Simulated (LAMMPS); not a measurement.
An MD run on a melt made from SiO2 (quartz), 1080 atoms, at 3000 K and 0 GPa, brought to that temperature within a few picoseconds.

Level of theory: classical MD, pair style vashishta, file SiO.1990.vashishta (LAMMPS).

Problem. Estimate the state found, the coordination number of Si by O, the density for this model.

Solution. state found: liquid; coordination number of Si by O: 3.95 (counted to 2.46 Å); density: 2.375 ± 0.003 g/cm³.

Caution: enthalpy drifts during the constant-pressure average: a transition or slow ageing; fluctuation values are void. Caution: a run this short can hold a crystal over, or a liquid under, the potential's own melting point, which these runs don't give.
